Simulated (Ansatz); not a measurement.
Input and output of a relaxation of cell and atoms for Sn2Ir (Fm-3m, 3 atoms in the cell) (Ansatz, a first-principles code).

Method: LDA (PW92), default PAW files made with PBE (plane waves; Ansatz).

The change in words: atoms on their sites; basis.ecutwfc: 420 eV → 840 eV; relax: default → cell and atoms. Reference geometry:
```
CELL_PARAMETERS angstrom
      0.00000     3.19308     3.19308
      3.19308     0.00000     3.19308
      3.19308     3.19308     0.00000
ATOMIC_POSITIONS crystal
  Sn 0.75000 0.75000 0.75000
  Sn 0.25000 0.25000 0.25000
  Ir 0.00783 0.00783 0.99217
```

Reference input (self-consistent single point, DFT, LDA (PW92), plane waves, default PAW files made with PBE): basis.ecutwfc = 420 eV; kpoints.mp_grid.grid = 9 9 9; hamiltonian.xc = lda; hamiltonian.pseudopotentials = {kind: paw} (the program's default PAW files); scf.occupations.method = gaussian; scf.occupations.width = 0.1 eV. This run's input differs from it in these lines:

Ansatz 0.2 input:
```diff
@@ -9,5 +9,5 @@
     - { symbol: Sn, position: [0.25000000, 0.25000000, 0.25000000] }
-    - { symbol: Ir, position: [0.00782900, 0.00782900, -0.00782900] }
+    - { symbol: Ir, position: [0.00000000, 0.00000000, 0.00000000] }
 basis:
-  ecutwfc: 420.0
+  ecutwfc: 840.0
 kpoints:
@@ -19,2 +19,4 @@
   occupations: { method: gaussian, width: 0.1 }
+relax:
+  cell: {}
 output:
```

Output, abridged:

```
   [... SCF lines of the steps left out ...]
relax step   1: F+E_penalty+E_count = -23423.32018031 eV  Δ(F+E_penalty+E_count) = +0.000e0 eV  max|allowed force component| = 3.084e-17 eV/Å  Δτ_max = 0.0000 Å  P = -4.897 GPa  Ω = 65.112 Å³  (6 SCF iters, dr2 threshold 1.00e-7 eV, accepted)
relax step   2: F+E_penalty+E_count = -23423.18976524 eV  Δ(F+E_penalty+E_count) = +1.304e-1 eV  max|allowed force component| = 1.442e-16 eV/Å  Δτ_max = 0.0000 Å  P = +12.762 GPa  Ω = 57.950 Å³  energy of the carried Pulay correction = +5.593e-5 eV  [...]
   [... lines left out ...]
relax step   5: F+E_penalty+E_count = -23423.36012836 eV  Δ(F+E_penalty+E_count) = -4.110e-6 eV  max|allowed force component| = 1.041e-16 eV/Å  Δτ_max = 0.0000 Å  P = +0.001 GPa  Ω = 62.592 Å³  energy of the carried Pulay correction = +1.846e-5 eV  [...]
relax step   6: F+E_penalty+E_count = -23423.36010935 eV  Δ(F+E_penalty+E_count) = +1.901e-5 eV  max|allowed force component| = 1.388e-16 eV/Å  Δτ_max = 0.0000 Å  P = +0.001 GPa  Ω = 62.592 Å³  stress off target by 1.29e-3 GPa  SCF on the basis [...]
basis re-selected at this cell: Δ(F+E_penalty+E_count) = +1.901e-5 eV, ΔP = +0.000 GPa vs the last step
the relaxation is at rest under the 48 symmetry operations that the run kept from its start: a minimum is not shown …
Stability not checked: this state was not tested for a lower state beside it, because too few of the mixer's solves of this state at the end of the SCF gave a …
Free energy (F): -23423.360109 eV
Internal energy: -23423.356067 eV  (E = F + TS)
   [... lines left out ...]
Fermi energy:    14.746806 eV
  cell:  # Å, volume = 62.5921 Å³
   [... lines left out ...]
    - [1.3932657903832705e-34, 3.1513484124991624, 3.1513484124991624]
    - [3.1513484124991624, 2.6671087983304032e-34, 3.1513484124991624]
    - [3.1513484124991624, 3.1513484124991624, 5.095372032895586e-35]
  atoms:
    - { symbol: Sn, position: [0.75, 0.75, 0.75] }
    - { symbol: Sn, position: [0.25, 0.25, 0.25] }
    - { symbol: Ir, position: [4.1558751235327234e-36, -4.1558751235327234e-36, -1.1845880273376732e-36] }
```

The run converged. 

Summary of the result:
- Free energy E − TS (on the zero of these files) = -23423.3601 eV
- Fermi level (on the code's own zero) = 14.75 eV
- Pressure = 0.00 GPa
- Final cell = a = 4.457 Å, b = 4.457 Å, c = 4.457 Å, α = 60.00°, β = 60.00°, γ = 60.00°
- Final volume per atom = 20.86 Å³
- Relaxation steps = 6

The starting cell comes from a database of computed structures (which also holds hypothetical and non-ambient phases and stackings), without a prior relaxation at this level. Its lattice was rescaled by up to half a per cent. Spin polarisation is off. The relaxation keeps the symmetry of its start, so its end need not be a minimum. Ansatz's pressure includes its estimate of the finite-basis (Pulay) stress.

Cost on one core of a shared machine: roughly 2 min.
